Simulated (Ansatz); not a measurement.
Cs$_{2}$NaScCl$_{6}$ (space group Fm-3m, No. 225; a cell from a computed database, its experimental status unchecked)

```xyz
10
Lattice="0.0000 5.2566 5.2566 5.2566 0.0000 5.2566 5.2566 5.2566 0.0000" Properties=species:S:1:pos:R:3 pbc="T T T"
Cs     7.8849     7.8849     7.8849
Cs     2.6283     2.6283     2.6283
Na     5.2566     5.2566     5.2566
Sc     0.0000     0.0000     0.0000
Cl     2.4944     5.2566     5.2566
Cl     8.0189     5.2566     5.2566
Cl     5.2566     2.4944     5.2566
Cl     5.2566     8.0189     5.2566
Cl     5.2566     5.2566     2.4944
Cl     5.2566     5.2566     8.0189
```

Computed with r2SCAN, PAW, 500 eV (Ansatz, an electronic-structure program; without spin-orbit coupling), earlier PAW set. Γ-centred 6×6×6 mesh, Fermi–Dirac width 0.05 eV.

| Quantity | Value |
|---|---|
| Volume per atom | 29.05 Å³ |
| Density | 3.12 g/cm³ |
| Band gap | 4.39 eV, indirect, Γ → X |
| Lowest conduction-band minima above the VBM | X along ⟨100⟩ 4.39 eV |
| Total energy | -2152.648 eV/atom (σ→0; compares only within this code and set-up) |

Whether these cells are dynamically stable was not tested. All final runs are without spin polarisation.
